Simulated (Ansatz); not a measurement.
Worked example: self-consistent single point of ZrV2Ga4 (I4mm, 7 atoms in the cell) in Ansatz (a quantum-chemistry and plane-wave program).

Computed with PBEsol, default PAW files made with PBE (plane waves; Ansatz).

```
CELL_PARAMETERS angstrom
     -3.20125     3.20125     2.56844
      3.20125    -3.20125     2.56844
      3.20125     3.20125    -2.56844
ATOMIC_POSITIONS crystal
  Zr 0.00973 0.00973 0.00000
  V  0.75000 0.25000 0.50000
  V  0.25000 0.75000 0.50000
  Ga 0.30306 0.30306 0.60612
  Ga 0.69694 0.69694 0.39388
  Ga 0.30306 0.69694 0.00000
  Ga 0.69694 0.30306 0.00000
```

Reference input (self-consistent single point, DFT, PBEsol, plane waves, default PAW files made with PBE): basis.ecutwfc = 420 eV; kpoints.mp_grid.grid = 6 6 6; hamiltonian.xc = pbesol; hamiltonian.pseudopotentials = {kind: paw} (the program's default PAW files); scf.occupations.method = fermi_dirac; scf.occupations.width = 0.1 eV. This run's input differs from it in these lines:

Ansatz 0.2 input:
```diff
@@ -18,3 +18,3 @@
   mp_grid:
-    grid: [6, 6, 6]
+    grid: [10, 10, 10]
 hamiltonian:
@@ -26,3 +26,3 @@
     method: fermi_dirac
-    width: 0.1
+    width: 0.01
 output:
```

The program printed (abridged):

```
SCF iter   1: F=—  HF=-24875.235762 eV  |F-HF|=—  |Δ(HF+E_count)|=         —  Δρ=1.06e-2  dr2=1.44e-1  ethr=1.77e-3  ⟨swp⟩=6.1  Hψ=18858  notcnv=0
all-band conjugate gradients solve this SCF's bands
preconditioner: auto → Kerker (q_TF=auto, 2.658 Å⁻¹)
SCF iter   2: F=—  HF=-24875.221678 eV  |F-HF|=—  |Δ(HF+E_count)|=   1.41e-2  Δρ=4.59e-3  dr2=3.16e-2  ethr=1.60e-4  ⟨swp⟩=2.0  Hψ=7074  notcnv=0  defer=261
   [... lines left out ...]
SCF iter   4: F=—  HF=-24875.218706 eV  |F-HF|=—  |Δ(HF+E_count)|=   3.93e-4  Δρ=4.00e-4  dr2=1.59e-4  ethr=7.83e-7  ⟨swp⟩=2.0  Hψ=9268  notcnv=0  defer=261
SCF iter   5: F=—  HF=-24875.218696 eV  |F-HF|=—  |Δ(HF+E_count)|=   1.08e-5  Δρ=1.22e-4  dr2=1.35e-5  ethr=1.77e-7  ⟨swp⟩=2.0  Hψ=10102  notcnv=0  defer=261
SCF iter   6: F=—  HF=-24875.218704 eV  |F-HF|=—  |Δ(HF+E_count)|=   8.39e-6  Δρ=2.12e-5  dr2=5.19e-7  ethr=1.50e-8  ⟨swp⟩=2.0  Hψ=6115  notcnv=0  defer=261
SCF iter   7: F=-24875.218704 eV  HF=-24875.218704 eV  |F-HF|=7.08e-8  |Δ(HF+E_count)|=   6.11e-8  Δρ=8.34e-6  dr2=8.03e-8  ethr=1.11e-10  ⟨swp⟩=8.4  Hψ=22434  notcnv=0
SCF 1 converged in 7 iterations: F = -24875.218704 eV  dr2 = 8.03e-8
Free energy (F): -24875.218704 eV
Internal energy: -24875.217901 eV  (E = F + TS)
E sigma→0 (E₀):  -24875.218302 eV
Entropy (-TS):   -0.000803 eV (-0.115 meV/atom)
Fermi energy:    14.686655 eV
--- Forces (eV/Å), atoms counted from 1 ---
  atom   1  Zr     0.00000000     0.00000000    -0.28083079
  atom   2  V      0.00000000    -0.00000000     0.08341335
  atom   3  V     -0.00000000     0.00000000     0.08341335
  atom   4  Ga    -0.05007231    -0.05007231     0.02850397
  atom   5  Ga     0.05007231     0.05007231     0.02850397
  atom   6  Ga     0.05007231    -0.05007231     0.02850397
  atom   7  Ga    -0.05007231     0.05007231     0.02850397
--- Stress (GPa, compression-positive) ---
       -0.383207       0.000000       0.000000
        0.000000      -0.383207       0.000000
        0.000000       0.000000      -0.761013
  P = ⅓ Tr σ = -0.5091 GPa (-5.091 kbar)
  The stress holds the Pulay correction. Without it, at fixed plane waves, as pw.x and ABINIT print it: P = -0.5604 GPa
```

The run converged in 7 iterations. Against the reference run the free energy rises by 6.0 meV/atom, the pressure goes from -0.36 to -0.51 GPa and the largest force moves little (0.277 to 0.281 eV/Å).

The starting cell comes from a database of computed structures (which also holds hypothetical and non-ambient phases and stackings), without a prior relaxation at this level. Its lattice was rescaled by up to half a per cent. One atom was moved a little off its site on purpose. Spin polarisation is off. Ansatz's pressure includes its estimate of the finite-basis (Pulay) stress.

Cost on one core of a shared machine: roughly 50 s.
